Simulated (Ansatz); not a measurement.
Consider TaSi$_{2}$ (space group P6_222, No. 180; a = 4.776 Å, c = 6.563 Å).

All numbers come from r2SCAN, PAW, 500 eV (Ansatz, an electronic-structure program; without spin-orbit coupling).

For the base:

Volume per atom: 14.40 Å³
c/a ratio: 1.374

It is then changed as follows: a negative pressure, −1 GPa.

Q: What does the calculation give for the volume per atom after the change?

A: The volume per atom rises by 0.08 Å³, from 14.40 Å³ to 14.48 Å³.

Q: How does this affect the c/a ratio?

A: The c/a ratio stays essentially unchanged (1.374 against 1.373).

Load acts through the strain it causes; cell and atoms are relaxed under it. Stability against distortions was not tested. The final runs are not spin-polarised. An odd electron count without spin: TaSi2.
